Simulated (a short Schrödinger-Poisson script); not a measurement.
# MOS inversion layer, SiO2 on p-type Si(100)

Structure: MOS inversion layer, SiO2 on p-type Si(100), at 300 K.

```csv
layer,material,thickness (nm),Na (cm⁻³)
1,SiO2,3.3,-
2,Si,410,1.1e18
```

The device is made up for the run: typed textbook-type constants, with dimensions and the other settings drawn at random. SiO2: permittivity 3.9, conduction-band edge (eV) 3.15, gap (eV) 9, electron mass (mₑ) 0.5. Si: permittivity 11.7, conduction-band edge (eV) 0, gap (eV) 1.124, Nv at 300 K (cm⁻³) 3.1e19.

Channel valleys (confinement mass, in-plane density-of-states mass, number): Δ2 0.916, 0.19, 2; Δ4 0.19, 0.417, 4. At the gate the conduction-band edge of layer 1 lies 3.28 eV − eVg above the Fermi level of the channel; the field vanishes at the back. Gaps are held at their typed values at every temperature. Mesh 0.03 nm at interfaces.

Solved with a short Schrödinger-Poisson script written for these runs: 1D Poisson equation in equilibrium, electrons quantum, Hartree (BenDaniel-Duke, 12 states a valley, the channel's in-plane mass for all, wave functions ending at the dielectric), parabolic valleys, classical holes, full ionisation, no traps, pinning or gate leakage.

| Vg (V) | electrons (cm⁻²) | C (μF/cm²) | Δ2 E0 (meV) | Δ2 E1 (meV) | Δ4 E0 (meV) | Δ4 E1 (meV) |
|---|---|---|---|---|---|---|
| 0.45 | 3.09e7 | 0.254 | 311.8 | 392.3 | 386.0 | 516.3 |
| 0.6 | 2.03e9 | 0.248 | 202.7 | 287.2 | 280.7 | 418.1 |
| 0.75 | 9.34e10 | 0.452 | 102.8 | 191.1 | 184.3 | 327.7 |
| 0.9 | 5.95e11 | 0.753 | 53.2 | 144.8 | 138.1 | 284.9 |
| 1.05 | 1.31e12 | 0.840 | 30.5 | 125.2 | 118.8 | 267.4 |
| 1.2 | 2.10e12 | 0.874 | 16.0 | 113.7 | 107.5 | 257.6 |
| 1.35 | 2.92e12 | 0.893 | 5.0 | 105.6 | 99.6 | 251.0 |
| 1.5 | 3.75e12 | 0.905 | -4.1 | 99.2 | 93.5 | 246.1 |
| 1.65 | 4.60e12 | 0.913 | -12.0 | 94.1 | 88.6 | 242.1 |
| 1.8 | 5.45e12 | 0.919 | -19.1 | 89.6 | 84.3 | 238.8 |
| 1.95 | 6.31e12 | 0.924 | -25.7 | 85.7 | 80.6 | 236.0 |
| 2.1 | 7.17e12 | 0.928 | -31.9 | 82.1 | 77.2 | 233.6 |
| 2.25 | 8.04e12 | 0.931 | -37.7 | 78.9 | 74.2 | 231.4 |
| 2.4 | 8.91e12 | 0.934 | -43.3 | 75.9 | 71.3 | 229.4 |
| 2.55 | 9.79e12 | 0.937 | -48.7 | 73.1 | 68.6 | 227.6 |
| 2.7 | 1.07e13 | 0.939 | -53.9 | 70.4 | 66.1 | 225.9 |
| 2.85 | 1.15e13 | 0.941 | -59.0 | 67.9 | 63.7 | 224.3 |

Gate voltages with under 1e6 electrons/cm² are left out.

Subbands count from the Fermi level.
